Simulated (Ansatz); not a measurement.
Consider the following.

End structure of a constructed model of the (100) surface of fcc Rh, a pseudomorphic layer of Ti in the host's stacking (bottom of the slab: a bare face, its two planes held):

```yaml
crystal:
  lattice:
    - [2.70822, 0.00000, 0.00000]
    - [0.00000, 2.70822, 0.00000]
    - [0.00000, 0.00000, 28.50000]
  atoms:
    - { symbol: Rh, position: [0.50000, 0.50000, 0.28836] }
    - { symbol: Rh, position: [0.00000, 0.00000, 0.35555] }
    - { symbol: Rh, position: [0.50000, 0.50000, 0.42263] }
    - { symbol: Rh, position: [0.00000, 0.00000, 0.49062] }
    - { symbol: Rh, position: [0.50000, 0.50000, 0.55664] }
    - { symbol: Rh, position: [0.00000, 0.00000, 0.62650] }
    - { symbol: Ti, position: [0.50000, 0.50000, 0.69100] }
```

Set-up: 7 atoms, 12.1 Å thick at the start; mesh 14x14x1; 0.1 eV smearing; dipole correction on; 2 atoms held, the rest relaxed; start symmetry kept, larger cells not searched; no spin, no spin-orbit, no U. It is one candidate, not shown to be the stable structure of the face.

Task: Predict the work function of the top face from PBE (Ansatz, a program for electronic structure).

Result: 4.45 eV
